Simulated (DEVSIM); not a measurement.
System: illuminated Si p-on-n cell, one wavelength, at 400 K.

Layer 1 from the left is Si, thickness (μm) 0.470, Na (cm⁻³) 9.9e17, τn (s) 3.7e-7, τp (s) 9.4e-8, absorption coefficient (cm⁻¹) 100. Layer 2 from the left is Si, thickness (μm) 150, Nd (cm⁻³) 1e15, τn (s) 7.2e-7, τp (s) 2.2e-7, absorption coefficient (cm⁻¹) 100.

Left contact: ohmic, minority electron recombination velocity 1000 cm/s. Right contact: ohmic, minority hole recombination velocity 100 cm/s. Voltage is applied to the left contact. Recombination: SRH at mid-gap, radiative, Auger. Light enters at the left, 2e17 photons cm⁻² s⁻¹, one pass, no reflection. Mobility is μmin + (μ − μmin)/(1 + (N/Nref)^α).

Constants are typed, rounded textbook-type inputs, not results; the design itself was drawn at random and stands for no fabricated device. Values at 300 K; Nc and Nv go as T^1.5, mobilities as T to minus their exponent, the gap by Varshni's rule with the affinity fixed.

Si: gap (eV) 1.124, affinity (eV) 4.05, permittivity 11.7, Nc (cm⁻³) 2.86e19, Nv (cm⁻³) 3.1e19, μn (cm²/Vs) 1417, μp (cm²/Vs) 470, μn,min 52, μp,min 45, Nref,n 9.7e16, Nref,p 2.2e17, αn 0.68, αp 0.72, T exponent of μn 2.3, T exponent of μp 2.2, B (cm³/s) 4.7e-15, Cn (cm⁶/s) 2.8e-31, Cp (cm⁶/s) 9.9e-32, Varshni α (eV/K) 0.000473, Varshni β (K) 636.

DEVSIM, 1D drift-diffusion, Boltzmann statistics, complete ionisation; no tunnelling, impact ionisation, image-force lowering or self-heating.

**Question.** What does the simulation give for the fill factor, the open-circuit voltage, the dark forward voltage at 100 A/cm², the largest field in the device at zero bias?

**Answer.** fill factor 0.53; open-circuit voltage 0.166 V; dark forward voltage at 100 A/cm² 1.123 V; largest field in the device at zero bias 63000 V/cm.
